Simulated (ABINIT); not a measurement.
ABINIT run on NiSi₂ (Fm-3m, 3 atoms in the cell): self-consistent single point.

Level of theory: PBE, norm-conserving pseudopotentials (PseudoDojo nc-sr-05 PBE standard) (plane waves; ABINIT).

The change in words: lattice scaled by 0.98. Reference geometry:
```
CELL_PARAMETERS angstrom
      0.00000     2.70500     2.70500
      2.70500     0.00000     2.70500
      2.70500     2.70500     0.00000
ATOMIC_POSITIONS crystal
  Si 0.25000 0.25000 0.25000
  Si 0.75000 0.75000 0.75000
  Ni 0.00000 0.00000 0.00000
```

Reference input (self-consistent single point, DFT, PBE, plane waves, norm-conserving pseudopotentials (PseudoDojo nc-sr-05 PBE standard)): pseudos = [Si.upf, Ni.upf]; ecut = 1333 eV; occopt = 3; tsmear = 0.136 eV; ngkpt = 11 11 11; nshiftk = 1; shiftk = 0 0 0; potentials = PseudoDojo nc-sr-05 PBE standard; nband = 18; kptopt = 1; nstep = 60; tolvrs = 1e-12. This run's input differs from it in these lines:

```diff
@@ -5,5 +5,5 @@
 rprim
-        -0.0000000000    2.7050000000    2.7050000000
-         2.7050000000   -0.0000000000    2.7050000000
-         2.7050000000    2.7050000000   -0.0000000000
+        -0.0000000000    2.6509000000    2.6509000000
+         2.6509000000   -0.0000000000    2.6509000000
+         2.6509000000    2.6509000000    0.0000000000
 natom 3
```

Log, with long lists cut:

```
--- !BeginCycle
solver: {iscf: 7, nstep: 60, nline: 4, wfoptalg: 0, }
tolerances: {tolvrs: 1.00E-12, }
...

     iter   Etot(hartree)      deltaE(h)  residm     vres2
 ETOT  1  -175.35418649041    -1.754E+02 2.735E-01 1.007E+03
 ETOT  2  -174.39772133554     9.565E-01 1.138E-01 1.379E+04
 ETOT  3  -175.81605764867    -1.418E+00 4.423E-02 3.413E+03
 ETOT  4  -175.61709374155     1.990E-01 1.600E-03 5.051E+03
 ETOT  5  -175.64174787105    -2.465E-02 2.908E-02 4.521E+03
   [... 7 lines left out ...]
 ETOT 13  -176.28814281780    -4.068E-10 2.676E-04 6.163E-08
 ETOT 14  -176.28814281781    -8.129E-12 9.102E-05 9.468E-09
 ETOT 15  -176.28814281781    -5.201E-12 2.096E-04 2.764E-11
 ETOT 16  -176.28814281781    -2.018E-12 6.247E-05 9.293E-13
 At SCF step   16       vres2   =  9.29E-13 < tolvrs=  1.00E-12 =>converged.

 Cartesian components of stress tensor (hartree/bohr^3)
  sigma(1 1)= -4.78915418E-04  sigma(3 2)=  0.00000000E+00
  sigma(2 2)= -4.78915418E-04  sigma(3 1)=  0.00000000E+00
  sigma(3 3)= -4.78915418E-04  sigma(2 1)=  0.00000000E+00

 ----iterations are completed or convergence reached----

 reduced coordinates (array xred) for    3 atoms
       0.250000000000      0.250000000000      0.250000000000
       0.750000000000      0.750000000000      0.750000000000
       0.000000000000      0.000000000000      0.000000000000
 cartesian forces (eV/Angstrom) at end:
    1     -0.00000000000000    -0.00000000000000    -0.00000000000000
    2     -0.00000000000000    -0.00000000000000    -0.00000000000000
   [... lines left out ...]
 Fermi (or HOMO) energy (hartree) =   0.38087   Average Vxc (hartree)=  -0.43821
   [... lines left out ...]
total_energy        : -1.76288142817813E+02
total_energy_eV     : -4.79704432418201E+03
band_energy         : -1.57702971528176E+01
...

-Cartesian components of stress tensor (GPa)         [Pressure=  1.4090E+01 GPa]
- sigma(1 1)= -1.40901757E+01  sigma(3 2)=  0.00000000E+00
- sigma(2 2)= -1.40901757E+01  sigma(3 1)=  0.00000000E+00
- sigma(3 3)= -1.40901757E+01  sigma(2 1)=  0.00000000E+00

 Calculation completed.
```

The run converged in 16 iterations. Against the reference run the free energy goes up by 40.2 meV/atom and the pressure goes from 3.08 to 14.09 GPa.

The starting cell has typed, rounded lattice constants, without a prior relaxation at this level. For this run, on top of that: lattice scaled by 0.98. Spin polarisation is off. With a pressure of about 14 GPa the cell is away from its equilibrium volume at this level.

Cost on one core of a shared machine: roughly 4 min.
